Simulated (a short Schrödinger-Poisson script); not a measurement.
## Gated Al0.4Ga0.6As/GaAs δ-doped gas in a quantum well

System: gated Al0.4Ga0.6As/GaAs δ-doped gas in a quantum well, at 77 K.

```tsv
layer	material	thickness (nm)	Na (cm⁻³)
1	Al0.4Ga0.6As	10	-
2	Al0.4Ga0.6As	2	-
3	GaAs	15	-
4	Al0.4Ga0.6As	4000	4e14
```

Constants are typed, rounded textbook-type inputs, not results; the design itself was drawn at random and stands for no fabricated device. Al0.4Ga0.6As: permittivity 11.76, conduction-band edge (eV) 0.316, gap (eV) 1.923, electron mass (mₑ) 0.1002, Nv at 300 K (cm⁻³) 9e18. GaAs: permittivity 12.9, conduction-band edge (eV) 0, gap (eV) 1.424, Nv at 300 K (cm⁻³) 9e18.

Channel valleys (confinement mass, in-plane density-of-states mass, number): Γ 0.067, 0.067, 1. At the gate the conduction-band edge of layer 1 lies 1.07 eV − eVg above the Fermi level of the channel; the field vanishes at the back. Sheet of ionised δ-doping: +4.8e12 e/cm² at 10 nm from the gate. The barrier under the gate holds no holes. Gaps are held at their typed values at every temperature. Mesh 0.08 nm at interfaces.

From a short Schrödinger-Poisson script (our own, NumPy): 1D Poisson equation in equilibrium, electrons quantum, Hartree (BenDaniel-Duke, 40 states a valley, the channel's in-plane mass for all, wave functions free to enter the barrier), parabolic valleys, classical holes, full ionisation, no traps, pinning or gate leakage.

| Vg (V) | electrons (cm⁻²) | in the channel layer | C (μF/cm²) | Γ E0 (meV) | Γ E1 (meV) |
|---|---|---|---|---|---|
| 0.5 | 1.69e12 | 1.63e12 | 0.665 | -56.3 | 1.1 |
| 0.4 | 1.28e12 | 1.24e12 | 0.642 | -44.4 | 9.8 |
| 0.3 | 8.87e11 | 8.69e11 | 0.618 | -31.4 | 20.7 |
| 0.2 | 5.10e11 | 5.02e11 | 0.590 | -17.7 | 33.1 |
| 0.1 | 1.59e11 | 1.58e11 | 0.519 | -2.0 | 48.4 |
| 0 | 3.21e7 | 3.18e7 | 0.00549 | 57.5 | 108.2 |

Gate voltages with under 1e6 electrons/cm² are left out.

Subbands count from the Fermi level.
